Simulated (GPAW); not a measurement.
A user runs GPAW on SnP2O7 (P-1, 20 atoms in the cell) and asks whether the run is sound. The aim is a self-consistent single point with DFT LDA (Perdew-Wang 92), plane waves, GPAW PAW datasets LDA (gpaw-data 1.0.1).

Cell that was meant: a = 6.4733 Å, b = 6.5361 Å, c = 7.0318 Å, α = 88.39°, β = 65.99°, γ = 84.88°.

Part of the input:

```python
                                [0.764940, 0.411480, 0.526100]],
              pbc=True)

calc = GPAW(mode={'name': 'pw', 'ecut': 200},
            xc='LDA',
            kpts={'size': (3, 2, 2), 'gamma': True},
            occupations={'name': 'fixed-uniform'},
```

Log, with long lists cut:

```
Input parameters:
  convergence: {bands: -4,
                density: 1e-05,
                energy: 1e-05}
  kpts: {gamma: True,
   [... lines left out ...]
   4 P      3.704810    0.843660    4.838859    ( 0.0000,  0.0000,  0.0000)
   [... 15 lines left out ...]

Unit cell:
           periodic     x           y           z      points  spacing
  1. axis:    yes    6.473330    0.000000    0.000000    24     0.2455
  2. axis:    yes    0.583155    6.510003    0.000000    24     0.2712
  3. axis:    yes    2.860676   -0.058034    6.423292    24     0.2676

  Lengths:   6.473330   6.536070   7.031751
  Angles:   88.391099  65.994600  84.881204

Effective grid spacing dv^(1/3) = 0.2695
     iter     time        total  log10-change:
                         energy   eigst   dens
iter:   1 --:--:--   150.329133   +0.51
iter:   2 --:--:--   153.308256   -0.79  -0.81
iter:   3 --:--:--   175.527233   -0.94  -0.85
iter:   4 --:--:--   179.029717   -0.84  -1.01
iter:   5 --:--:--   182.601185   -1.33  -1.07
iter:   6 --:--:--   182.918389   -1.72  -1.42
iter:   7 --:--:--   182.726598   -1.84  -1.84
iter:   8 --:--:--   183.069037   -1.94  -1.63
iter:   9 --:--:--   183.086546   -3.77  -2.38
iter:  10 --:--:--   183.078085   -2.89  -2.45
   [... lines left out ...]
iter:  23 --:--:--   183.103229c  -7.61c -3.92
iter:  24 --:--:--   183.103245c  -6.67  -3.97
iter:  25 --:--:--   183.103245c  -7.51c -4.35
iter:  26 --:--:--   183.103245c  -8.50c -4.46
iter:  27 --:--:--   183.103246c  -7.34  -4.46
iter:  28 --:--:--   183.103246c  -8.59c -4.49
iter:  29 --:--:--   183.103246c  -8.35c -4.47
iter:  30 --:--:--   183.103246c  -7.82c -4.46
iter:  31 --:--:--   183.103247c  -8.52c -4.90
iter:  32 --:--:--   183.103247c  -9.25c -4.94
iter:  33 --:--:--   183.103247c  -8.77c -4.99
iter:  34 --:--:--   183.103247c  -8.94c -5.14c
Converged after 34 iterations.

Dipole moment: (-0.000000, -0.000000, -0.000000) |e|*Ang

Energy contributions relative to reference atoms: (reference = -401212.309808)

Kinetic:       -794.835074
Potential:     +1033.342671
External:        +0.000000
XC:             -62.882797
Entropy (-ST):   +0.000000
Local:           +7.478447
SIC:             +0.000000
--------------------------
Free energy:   +183.103247
Extrapolated:  +183.103247

Showing only first 2 kpts
 Kpt  Band  Eigenvalues  Occupancy
  0    64      2.87977    2.00000
  0    65      3.00458    2.00000
  0    66      3.45146    0.00000
  0    67      6.14557    0.00000

  1    64      2.90626    2.00000
  1    65      2.91973    2.00000
  1    66      4.89662    0.00000
  1    67      5.20152    0.00000

   [... lines left out ...]
Fermi level: 3.23143
Gap: 0.440 eV
Direct gap: 0.447 eV
   [... lines left out ...]
  2 P     0.15838    0.18583    2.13448
  3 P    -0.15838   -0.18583   -2.13448
  4 P     0.79136    0.17033    0.15868
   [... 15 lines left out ...]

Stress tensor:
     1.651694     0.014036    -0.009560
     0.014036     1.690708     0.001420
    -0.009560     0.001420     1.674165
Stress (GPa, Voigt): [ 2.646305e+02  2.708812e+02  2.682308e+02  2.275000e-01 -1.531700e+00
  2.248800e+00]
```

Task: Can these results be used? Check the input.

Result: The run is not sound. The fault is a basis or grid far too coarse for these potentials. The error of an incomplete plane-wave basis or grid does not cancel at such settings. To fix it, restore the cutoff that the potentials need and check convergence. The run converged in 34 iterations without an error; against the sound input the free energy rises by 16.9 eV/atom, the largest force goes from 0.608 to 4.715 eV/Å and the gap on the mesh goes from 2.059 to 0.440 eV.

The sound input it was made from differs as follows (other fixes are possible):
```diff
-calc = GPAW(mode={'name': 'pw', 'ecut': 200},
+calc = GPAW(mode={'name': 'pw', 'ecut': 900},
```

With that input, the run converged in 29 iterations: free energy E − TS (from the program's reference atoms) -155.8405 eV; top of the valence band (on the code's own zero) 1.76 eV; gap on the k-point mesh 2.06 eV; largest force (vector length) 0.608 eV/Å (DFT LDA (Perdew-Wang 92), plane waves, GPAW PAW datasets LDA (gpaw-data 1.0.1)).

On the sound input: the starting cell comes from a database of computed structures (which also holds hypothetical and non-ambient phases and stackings), without a prior relaxation at this level.
